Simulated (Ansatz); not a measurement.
The structure below was relaxed with r2SCAN (Ansatz, a program for electronic structure, PAW, scalar-relativistic without spin-orbit coupling), at pressure −1 GPa.

Space group P6₃/mmc (No. 194); a = b = 2.9443 Å, c = 4.6500 Å, α = β = 90.00°, γ = 120.00°

```json
[
 {"atom": "Ti", "site": "2c", "symmetry": "-6m2", "x": "0.3333", "y": "0.6667", "z": "0.2500"}
]
```

Q: Write out a cell with all atoms.

A: 
```cif
data_Ti2
_chemical_formula_sum 'Ti2'
_space_group_name_H-M_alt 'P 1'
_space_group_IT_number 1
_cell_length_a 2.94433
_cell_length_b 2.94433
_cell_length_c 4.64996
_cell_angle_alpha 90.000
_cell_angle_beta 90.000
_cell_angle_gamma 120.000
loop_
_space_group_symop_operation_xyz
  'x, y, z'
loop_
_atom_site_label
_atom_site_type_symbol
_atom_site_fract_x
_atom_site_fract_y
_atom_site_fract_z
_atom_site_occupancy
Ti1 Ti 0.66667 0.33333 0.75000 1
Ti2 Ti 0.33333 0.66667 0.25000 1
```
This is the conventional cell.

Load acts through the strain it causes; cell and atoms are relaxed under it. No phonon test of stability was made. All final runs are without spin polarisation. The cell was made from Ti in the hcp (Mg type) structure (space group P6_3/mmc, No. 194) by this change: pressure −1 GPa.
